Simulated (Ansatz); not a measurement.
**LiNbO3 (R-3, No. 148, 10 atoms in the cell; start mp-1078377; a measured phase of this formula has another space group)**

The numbers are results of LDA (PAW; Ansatz, an electronic-structure program), not measurements.

Settings: plane-wave cutoff 520 eV, 8×8×8 k mesh, Fermi–Dirac smearing 0.01 eV, no spin polarisation, scalar-relativistic PAW data made under PBE.

Cell (relaxed at this level):

```cif
data_Li2Nb2O6
_chemical_formula_sum 'Li2 Nb2 O6'
_space_group_name_H-M_alt 'P 1'
_space_group_IT_number 1
_cell_length_a 5.49205
_cell_length_b 5.49205
_cell_length_c 5.49205
_cell_angle_alpha 55.862
_cell_angle_beta 55.862
_cell_angle_gamma 55.862
loop_
_space_group_symop_operation_xyz
  'x, y, z'
loop_
_atom_site_label
_atom_site_type_symbol
_atom_site_fract_x
_atom_site_fract_y
_atom_site_fract_z
_atom_site_occupancy
Li1 Li 0.64326 0.64326 0.64326 1
Li2 Li 0.35674 0.35674 0.35674 1
Nb1 Nb 0.85597 0.85597 0.85597 1
Nb2 Nb 0.14403 0.14403 0.14403 1
O1 O 0.04362 0.43977 0.77994 1
O2 O 0.95638 0.56023 0.22006 1
O3 O 0.77994 0.04362 0.43977 1
O4 O 0.22006 0.95638 0.56023 1
O5 O 0.43977 0.77994 0.04362 1
O6 O 0.56023 0.22006 0.95638 1
```

```yaml
band_gap: 3.97 eV
"Γ–Γ gap": 4.63 eV
```

Spin–orbit coupling is not included.

Computed values are for the static lattice.

The result took around 24 core-seconds (rough).

A start named mp-… is a Materials Project structure, which need not be a measured phase.
